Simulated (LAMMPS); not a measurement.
Pressure dependence of Al (fcc) at 1210 K, from the melt.

Model: classical MD, pair style eam, file Al_jnp.eam, run in LAMMPS.

```csv
P (GPa),state,volume,coordination number,self-diffusion coefficient of Al (not corrected for cell size)
0,liquid,18.190 ± 0.003 Å³/atom,13.2 (counted to 3.90 Å),(6.4 ± 0.1) × 10^-5 cm²/s
2,liquid,17.445 ± 0.002 Å³/atom,13.4 (counted to 3.86 Å),(4.87 ± 0.07) × 10^-5 cm²/s
5,liquid,16.632 ± 0.001 Å³/atom,13.3 (counted to 3.78 Å),(3.71 ± 0.07) × 10^-5 cm²/s
```

Caution (rows 2; 5): a run this short can hold a crystal over, or a liquid under, the potential's own melting point, which these runs don't give.

Estimate the isothermal bulk modulus at zero pressure. A parabola P(ln V) through the three points gives −dP/d ln V = 41 GPa at zero pressure.

States go by the mean squared displacement: a species diffuses where it passes 1.5 Å², still rises and gives D over 1e-6 cm²/s; a crystal has left its structure where atoms lie 0.35 Å off their sites on average or a cubic box changes its shape by 3 %, or the axial ratios of another lie 8 % off the starting cell's, which the potential's own relaxation can also do.

Errors of D are the spread over four groups of atoms in one short run; a floor of about 5 %, a picked value, is safer.

Errors shown are sampling errors alone.
